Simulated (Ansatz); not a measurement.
Given:

```
CELL_PARAMETERS angstrom
      3.08039     0.00000     0.00000
      0.00000     4.35634     0.00000
      0.00000     0.00000    22.70099
ATOMIC_POSITIONS crystal
  C  0.75000 0.48600 0.33097
  Si 0.25000 0.29197 0.34114
  C  0.25000 0.98771 0.39749
  Si 0.75000 0.74358 0.39568
  C  0.75000 0.49553 0.46589
  Si 0.25000 0.24521 0.46679
  C  0.25000 0.99553 0.53411
  Si 0.75000 0.74521 0.53321
  C  0.75000 0.48771 0.60251
  Si 0.25000 0.24358 0.60432
  C  0.25000 0.98600 0.66903
  Si 0.75000 0.79197 0.65886
```

No spin polarisation.

Method: r2SCAN (Ansatz, an electronic-structure program), no spin-orbit coupling. Settings: 11×8×1 k-points, 0.05 eV Fermi–Dirac smearing. The cell is a slab with vacuum along z.

Q: What is the computed band gap?

A: 0.71 eV.

Q: What is the computed gap character?

A: Indirect, U → X.

Stability against distortions was not tested. The cell was made from SiC in the zinc blende structure (space group F-43m, No. 216) by this change: a free-standing slab of 6 layers (12 atoms, 2 a layer) is cut normal to [110], with 15 Å of vacuum and the in-plane cell held at bulk.
